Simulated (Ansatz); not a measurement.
**GaSb under a change: biaxial strain −2.08 %, plane normal [111], relaxed out of plane**

Consider GaSb in the zinc blende structure (space group F-43m, No. 216; a = 6.132 Å). Axes: x, y, z lie along the cube axes.

The change: biaxial strain −2.08 %, plane normal [111], relaxed out of plane (Cartesian); in-plane vectors clamped, the third vector and the atoms free.

Calculations: r2SCAN (Ansatz, a first-principles code; PAW; 500 eV plane waves; no spin-orbit coupling). Settings: 13×13×13 k-points, 0.05 eV Fermi–Dirac smearing.

| quantity | base | changed | shift |
|---|---|---|---|
| volume per atom | 28.83 Å³ | 27.90 Å³ | -0.924 Å³ |
| space group | F-43m (No. 216) | R3m (No. 160) | – |
| energy relative to the base (free energy F) | 0 meV/atom | +10 meV/atom | +10 meV/atom |
| pressure (mean of the normal stresses, compression positive) | 0.1 kbar | 19.0 kbar | +18.9 kbar |
| band gap | 0.41 eV | 0.54 eV | +0.124 eV |
| gap character | direct at Γ | direct at Γ | – |
| electron mass | 0.023 mₑ (at Γ) | 0.034 mₑ (at Γ) | – |
| valence-band top at Γ (three highest levels, from the VBM) | 0.00, 0.00, 0.00 eV | 0.00, 0.00, -0.28 eV | – |
| valley order (the lowest conduction-band minima on the path, energy above the VBM, named in the base's zone) | Γ 0.41 eV; L along ⟨111⟩ 0.68 eV; a point along ⟨100⟩, about 0.9 Å⁻¹ from Γ 1.10 eV | Γ 0.54 eV; L along [1-11] 0.56 eV; a point along [100], about 0.9 Å⁻¹ from Γ 0.93 eV; L along [111] 0.97 eV | – |
| out-of-plane strain | – | +0.95 % | – |
| ratio −ε⊥/ε∥ | – | 0.46 | – |

Spin-orbit coupling, missing from the scalar runs, can matter with Sb. Effective masses come from finite differences of ±0.01 Å⁻¹. Whether these cells are dynamically stable was not tested. Labels are those of the standard path for the cell's own space group.
